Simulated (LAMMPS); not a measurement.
Pressure dependence of C (diamond structure) at 2400 K, from the crystal.

Level of theory: classical MD, pair style tersoff, file SiC_Erhart-Albe.tersoff; code LAMMPS.

```tsv
P (GPa)	state	volume	coordination number
0	crystal; no diffusion seen in 30 ps	5.9169 ± 0.0004 Å³/atom	4.00 (counted to 2.06 Å)
2	crystal; no diffusion seen in 30 ps	5.8839 ± 0.0008 Å³/atom	4.00 (counted to 2.02 Å)
5	crystal; no diffusion seen in 30 ps	5.8396 ± 0.0008 Å³/atom	4.00 (counted to 2.02 Å)
```

Caution: in nature this polymorph isn't the stable one over the whole range of temperature at this pressure, and short runs keep a crystal in its starting form.

Caution: a run this short can hold a crystal over, or a liquid under, the potential's own melting point, which these runs don't give.

Estimate the isothermal bulk modulus at zero pressure. A parabola P(ln V) through the three points gives −dP/d ln V = 340 GPa at zero pressure.

States go by the mean squared displacement: a species diffuses where it passes 1.5 Å², still rises and gives D over 1e-6 cm²/s; a crystal has left its structure where atoms lie 0.35 Å off their sites on average or a cubic box changes its shape by 3 %, or the axial ratios of another lie 8 % off the starting cell's, which the potential's own relaxation can also do.

The ± values are statistical; the model's systematic error is not in them.
